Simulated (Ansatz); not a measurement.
# Habitual settings against a tight run: Sc₂BC₂ (I4/mmm, 5 atoms in the cell)

Self-consistent single point.

```yaml
crystal:
  lattice:
    - [-1.65641, 1.65641, 5.29095]
    - [1.65641, -1.65641, 5.29095]
    - [1.65641, 1.65641, -5.29095]
  atoms:
    - { symbol: Sc, position: [0.65231, 0.65231, 0.00000] }
    - { symbol: Sc, position: [0.34769, 0.34769, 0.00000] }
    - { symbol: B, position: [0.00000, 0.00000, 0.00000] }
    - { symbol: C, position: [0.86153, 0.86153, 0.00000] }
    - { symbol: C, position: [0.13847, 0.13847, 0.00000] }
```

Computed with r2SCAN, harder PAW files (source: ansatz) made with PBE (plane waves; Ansatz, a first-principles code).

Base settings: basis.ecutwfc = 820 eV; kpoints.mp_grid.grid = 12 12 12; hamiltonian.xc = r2scan; hamiltonian.pseudopotentials = {kind: paw, source: ansatz}; scf.occupations.method = cold; scf.occupations.width = 0.1 eV.

Tight run (finer mesh or higher cutoff; not a proven limit): basis.ecutwfc: 820 eV → 1150 eV; kpoints.mp_grid.grid: 12 12 12 → 17 17 17; scf.convergence.dr2_threshold: default (1e-07 eV) → 1e-09 eV. It gave Fermi level (on the code's own zero) 11.54 eV; pressure 3.55 GPa; largest force (vector length) 0.229 eV/Å.

Quick runs, as changes from the base:
- A: the base itself
- B: basis.ecutwfc: 820 eV → 410 eV; kpoints.mp_grid.grid: 12 12 12 → 2 2 2; hamiltonian.xc: r2scan → lda [LDA (PW92)]
- C: basis.ecutwfc: 820 eV → 575 eV; kpoints.mp_grid.grid: 12 12 12 → 4 4 4; scf.occupations.width: 0.1 eV → 0.2 eV
- D: basis.ecutwfc: 820 eV → 655 eV; kpoints.mp_grid.grid: 12 12 12 → 6 6 6; kpoints.mp_grid.shift: default → 0.5 0.5 0.5; scf.convergence.dr2_threshold: default (1e-07 eV) → 0.001 eV
- E: basis.ecutwfc: 820 eV → 410 eV; kpoints.mp_grid.grid: 12 12 12 → 4 4 4; scf.occupations.method: cold → fermi_dirac; scf.occupations.width: 0.1 eV → 0.136 eV
- F: basis.ecutwfc: 820 eV → 490 eV; kpoints.mp_grid.grid: 12 12 12 → 3 3 3; hamiltonian.xc: r2scan → lda; scf.occupations.method: cold → methfessel_paxton; scf.occupations.width: 0.1 eV → 0.2 eV [LDA (PW92)]

Energies are extrapolated to zero smearing width, which holds to low order in the width alone.

Dashes: energy of B, F, another energy zero; count of B, F, another kind of functional, whose work the count does not hold.

† marks runs with another functional, U, potentials or spin treatment: their distance from the tight run is not a convergence error alone.

The count of work is k-points × plane waves × bands × iterations; it is no time. 

Pressures in the table are Ansatz's without its Pulay estimate, at a fixed set of plane waves; the tight run's value above holds the estimate.

The starting cell comes from a database of computed structures (which also holds hypothetical and non-ambient phases and stackings), without a prior relaxation at this level. Its lattice was rescaled by a random factor within 2.5 % of one. In the base run, with a pressure of about 4 GPa the cell is away from its equilibrium volume at this level.

| run | energy less tight (meV/atom) | pressure less tight (GPa) | largest miss in a force vector (eV/Å) | count of work / tight |
|---|---|---|---|---|
| A | 0.3 | 0.00 | 0.001 | 0.20 |
| B† | – | -19.40 | 0.365 | – |
| C | 11.9 | -0.91 | 0.038 | 0.0096 |
| D | 2.9 | -0.17 | 0.042 | 0.013 |
| E | 137.3 | -9.00 | 0.055 | 0.0065 |
| F† | – | -11.23 | 0.097 | – |

Among the runs at the tight run's level, the energy misses run from 0.3 to 137.3 meV/atom.

Keys are those of Ansatz 0.2.
